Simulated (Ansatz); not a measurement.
Abridged Ansatz (a first-principles code) output:

```
Relaxation: its limit of steps is 50 (relax.max_steps)
Pseudopotential: Sc, paw, valence charge 11
Pseudopotential: Al, paw, valence charge 3
Crystal: 4 atoms, lattice volume = 65.581 Å³
Basis set: ecut = 420 eV, 1309 PW (Γ), exchange–correlation on 54×54×54 points (8 copies of the dense FFT grid, shifted against one another)
Bands: 14, of which v1, the nominal top of the filled ones, is band 10 counted from 1 (9 counted from 0)
Symmetry: 8 space group operations
k-points: 456 of 2744
Functional: x = slater, c = lda
SCF iter   1: F=—  HF=-3629.671528 eV  |F-HF|=—  |Δ(HF+E_count)|=         —  Δρ=4.80e-3  dr2=3.04e-2  ethr=1.77e-3  ⟨swp⟩=5.4  Hψ=37994  notcnv=0
SCF iter   2: F=—  HF=-3629.665974 eV  |F-HF|=—  |Δ(HF+E_count)|=   5.55e-3  Δρ=2.85e-3  dr2=8.25e-3  ethr=1.52e-4  ⟨swp⟩=1.0  Hψ=10032  notcnv=0
SCF 1 converged in 8 iterations: F = -3629.663465 eV  dr2 = 3.89e-12
relax step   1: F+E_penalty+E_count = -3629.66346506 eV  Δ(F+E_penalty+E_count) = +0.000e0 eV  max|allowed force component| = 3.513e-30 eV/Å  Δτ_max = 0.0000 Å  (8 SCF iters, accepted)
SCF converged after 8 iterations
Free energy (F): -3629.663465 eV
Internal energy: -3629.622296 eV  (E = F + TS)
E sigma→0 (E₀):  -3629.642880 eV
Entropy (-TS):   -0.041170 eV (-10.292 meV/atom)
Fermi energy:    9.463191 eV
--- Forces (eV/Å), atoms counted from 1 ---
  atom   1  Sc     0.00000000     0.00000000     0.00000000
  atom   2  Al    -0.00000000     0.00000000     0.00000000
  atom   3  Al     0.00000000    -0.00000000     0.00000000
  atom   4  Al    -0.00000000    -0.00000000     0.00000000
--- Stress (GPa, compression-positive) ---
        0.010185      -0.529377       0.000000
       -0.529377       0.010185       0.000000
        0.000000       0.000000      -0.001790
  P = ⅓ Tr σ = 0.0062 GPa (0.062 kbar)
--- Relaxed structure (1 steps of the walk, 1 accepted, 0 SCFs on fresh bases) ---
  atoms:
    - { symbol: Sc, position: [0.0, 0.0, 0.0] }
    - { symbol: Al, position: [0.0, 0.5000000000000001, 0.5000000000000001] }
    - { symbol: Al, position: [0.5000000000000001, 0.0, 0.5000000000000001] }
    - { symbol: Al, position: [0.5, 0.5, 0.0] }
```

Q: What was computed, and what are the main results?

A: ScAl3, 4 atoms in the cell, with DFT with LDA, PAW potentials and a 420 eV plane-wave cutoff in Ansatz, without spin-orbit coupling. The last SCF converged to F = -3629.663465 eV, or -907.4159 eV per atom, at a pressure of 0.01 GPa. The total energy compares only with runs of the same code, potentials and settings.

The cells carry an imposed strain or load. Whether these cells are dynamically stable was not tested. All final runs are without spin polarisation. The cell was made from ScAl$_{3}$ in the Cu3Au type structure (space group Pm-3m, No. 221) by this change: tensor shear ε_xy = +0.33 %.

Keys are those of Ansatz 0.2.
